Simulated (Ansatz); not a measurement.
**F on the 1x1 (110) surface of 3C silicon carbide (cut with top plane C + Si), one in a 2x2 cell, started at the site 'top C'**

Host crystal: 3C silicon carbide, with a band gap (PBE, scalar-relativistic without spin-orbit coupling).

All values below come from PBE (plane waves to 420 eV, PAW; Ansatz, an electronic-structure program).

Slab: 49 atoms, 7.7 Å thick at the start under the adsorbate (thin: gaps and levels are the slab's own); k 3x3x1, smearing 0.01 eV, dipole-corrected; 24 atoms held, the rest relaxed; start symmetry kept, larger cells not searched; spin-polarised, ending with about 0.1 μB a cell, a value that depends on the mesh; orders that need a larger cell were not tried, no spin-orbit, no U, no dispersion correction. The slab shows no gap over 0.04 eV on its mesh. At the end it is bonded to C. In PBE this state lies 1.75 eV over the lowest of the starts that converged ('bridge C-Si (span 3.9 Å)').

```yaml
adsorption energy against ½ F2(g): -2.41 eV
work_function_of_the_top_face: 4.36 eV
change_of_the_step_from_the_bottom_to_the_top_vacuum_level_against_the_clean_slab: -0.50 eV
energy_released_by_relaxation: 1.60 eV
height of the binding atom over the mean of the host atoms within 0.3 Å of the top one: 1.171 Å
nearest_host_atoms_of_the_binding_atom: C at 1.41 Å, Si at 2.72 Å, Si at 2.77 Å
largest_move_of_a_host_atom: 0.11 Å
note: in the relaxation the adsorbate left its starting site by 0.9 Å
cost: around 18 core-minutes (rough)
```

A negative adsorption energy means that the adsorbate is more stable on the surface than in its reference.
